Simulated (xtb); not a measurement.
xtb 6.7.1, GFN1-xTB: Mg(Cl)(amdMe)(dme) (CC1[N](C)[Mg]2([Cl])(<-[N]=1C)<-[O](C)CC[O]->2C), 33 atoms. The geometry is a generated start, not checked to be a minimum at this level.

```json
{
  "method": "GFN1-xTB",
  "--acc": "1 (default)",
  "--etemp (K)": "300 (default)",
  "detailed input (--input)": "none: ANC optimiser, Lindh (1995) Hessian, microcycle=20, maxdispl=1.0, hlow=0.01 (default)",
  "basis_functions": "100",
  "valence_electrons": "82"
}
```

The structure is relaxed from this start with --opt LEVEL for the levels crude, sloppy, loose, lax, normal, tight, vtight, extreme, once each. Up to the end of the extreme run atoms move by at most 0.64 Å along an axis.

Problem. Choose the cheapest level whose final energy lies within 1 meV of that of extreme.

Solution. tight: 64 cycles against 89, ending 0.14 meV above.

```
level    cycles  energy above the extreme run (meV)  gradient norm (eV/Å)
-------  ------  ----------------------------------  --------------------
crude         6                                  13                  0.31
sloppy        8                                 8.8                  0.13
loose         8                                 8.8                  0.13
lax          12                                 5.8                 0.094
normal       22                                 3.8                 0.010
tight        64                                0.14                0.0099
vtight       87                          under 0.01                0.0012
extreme      89                                   —               0.00095
```
